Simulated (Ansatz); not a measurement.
VO2, pressure series

The reference is VO2 in the rutile structure (space group P4_2/mnm, No. 136; a = 4.584 Å, c = 2.839 Å; ferromagnetic).

Cell and atoms are relaxed at each pressure.

All numbers come from PBE (Ansatz, a program for electronic structure), without spin-orbit coupling, earlier PAW set.

| P (GPa) | V (Å³/atom) |
|---|---|
| -2.00 | 10.034 |
| -1.00 | 9.988 |
| 0.90 | 9.904 |
| 2.10 | 9.853 |
| 4.50 | 9.756 |
| 9.00 | 9.589 |
| 15.00 | 9.388 |
| 22.50 | 9.166 |
| 30.00 | 8.968 |

A third-order Birch–Murnaghan fit to these points gives V₀ = 9.94 Å³/atom, B₀ = 228 GPa and B₀′ = 4.7. At pressure 30 GPa the volume is 90.2 % of V₀.

Other magnetic orders, which the real material may have, were not ruled out. Load acts through the strain it causes; cell and atoms are relaxed under it. Whether these cells are dynamically stable was not tested. Competing high-pressure phases were not computed. No Hubbard U is applied, and correlation can decide whether such a compound is a metal. The base started in Pnnm and relaxed to P4_2/mnm at this level.
